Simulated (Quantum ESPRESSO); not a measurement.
# Converging the plane-wave cutoff: Co (P-3m1, 2 atoms in the cell)

```
CELL_PARAMETERS angstrom
      2.52255     0.00000     0.00000
     -1.26127     2.18459     0.00000
      0.00000     0.00000     4.09035
ATOMIC_POSITIONS crystal
  Co 0.33333 0.66667 0.26222
  Co 0.66667 0.33333 0.75000
```
Moments meant for the start (each program seeds them in its own way; μB, in the order of the atoms Co Co): 2.0 2.0.

Method: LDA (PZ), PSlibrary PAW (LDA) pseudopotentials (plane waves; Quantum ESPRESSO).

Base settings: ecutwfc = 55 Ry; ecutrho = 330 Ry; occupations = smearing; smearing = fermi-dirac; degauss = 0.0073499 Ry; nspin = 2; potentials = {Co: Co.pz-n-kjpaw_psl.1.0.0.UPF}; K_POINTS = automatic 5 5 3 0 0 0; conv_thr = 1e-10 Ry; mixing_beta = 0.4.

Moved along: ecutrho.

The second cell is the first with its lattice scaled by 0.98.

The mesh stays at the base's, so the ladder's end is converged at best in this setting alone.

Only quantities that move along the ladder and can be compared are tabulated.

The count of work is k-points × plane waves × bands × iterations; it is no time. 

The starting cell has typed, rounded lattice constants, without a prior relaxation at this level. Its lattice was rescaled by up to half a per cent. One atom was moved a little off its site on purpose. The magnetic order is the one reached from the typed start; others were not searched systematically. In the base run, with a pressure of about -23 GPa the cell is away from its equilibrium volume at this level. Without a gap this mesh is coarse (it stands for a supercell whose shortest vector is 12 Å).

Steps (ecutwfc): 19 Ry; 22 Ry; 25 Ry; 28 Ry; 30 Ry; 33 Ry; 38 Ry; 44 Ry; 50 Ry; 55 Ry; 61 Ry; 66 Ry; 74 Ry; 82 Ry; 96 Ry; 110 Ry; 132 Ry.

### Question
What is the coarsest ecutwfc that holds the forces within 0.02 eV/Å of the last step, with all finer ones?

### Answer
30 Ry, at 0.10 of the last step's count of work; the step before is off by 0.039 eV/Å.

### Question
What is the coarsest ecutwfc that holds the free energy within 5 meV/atom of the last step, with all finer ones?

### Answer
74 Ry; the step before is off by 5.8 meV/atom.

### Question
What is the coarsest ecutwfc that holds the pressure within 0.1 GPa of the last step, with all finer ones?

### Answer
96 Ry; the step before is off by 0.14 GPa.

| ecutwfc | free energy less the last step's (meV/atom) | energy of the compressed cell less the first (meV/atom) | pressure (GPa) | largest difference of a force vector from the last step's (eV/Å) | net moment (μB/atom) | count of work / last |
|---|---|---|---|---|---|---|
| 19 Ry | 9570.75 | -89.76 | -569.24 | 0.146 | 1.430 | 0.060 |
| 22 Ry | 3471.56 | -135.42 | -274.91 | 0.412 | 1.415 | 0.066 |
| 25 Ry | 1228.64 | -85.19 | -135.15 | 0.057 | 1.615 | 0.078 |
| 28 Ry | 403.30 | -89.74 | -66.58 | 0.039 | 1.690 | 0.093 |
| 30 Ry | 182.95 | -77.87 | -42.01 | 0.015 | 1.700 | 0.10 |
| 33 Ry | 79.63 | -72.53 | -26.18 | 0.005 | 1.700 | 0.12 |
| 38 Ry | 63.63 | -71.99 | -22.56 | 0.004 | 1.705 | 0.14 |
| 44 Ry | 45.21 | -72.10 | -24.17 | 0.008 | 1.705 | 0.19 |
| 50 Ry | 18.10 | -71.57 | -23.66 | 0.001 | 1.705 | 0.24 |
| 55 Ry | 8.16 | -71.86 | -22.71 | 0.000 | 1.705 | 0.24 |
| 61 Ry | 5.96 | -71.88 | -22.24 | 0.000 | 1.705 | 0.34 |
| 66 Ry | 5.76 | -71.87 | -22.29 | 0.000 | 1.705 | 0.38 |
| 74 Ry | 3.69 | -71.91 | -22.47 | 0.001 | 1.705 | 0.46 |
| 82 Ry | 1.59 | -72.01 | -22.39 | 0.000 | 1.705 | 0.52 |
| 96 Ry | 0.85 | -72.02 | -22.24 | 0.000 | 1.705 | 0.58 |
| 110 Ry | 0.47 | -72.03 | -22.29 | 0.000 | 1.705 | 0.71 |
| 132 Ry | 0.00 | -72.03 | -22.25 | 0.000 | 1.705 | 1.0 |

The energy difference between the two cells stays within 1 meV/atom of the last step's from 33 Ry on, the total only from 96 Ry on: much of the error is common to both cells and cancels.

Two neighbours can agree and both be off: 61 Ry and 66 Ry differ by 0.20 meV/atom in the free energy, yet lie about 5.8 meV/atom from the last step.

At the lowest cutoff the pressure lies 547 GPa under the last step's, the usual sign of Pulay stress in an incomplete plane-wave basis.
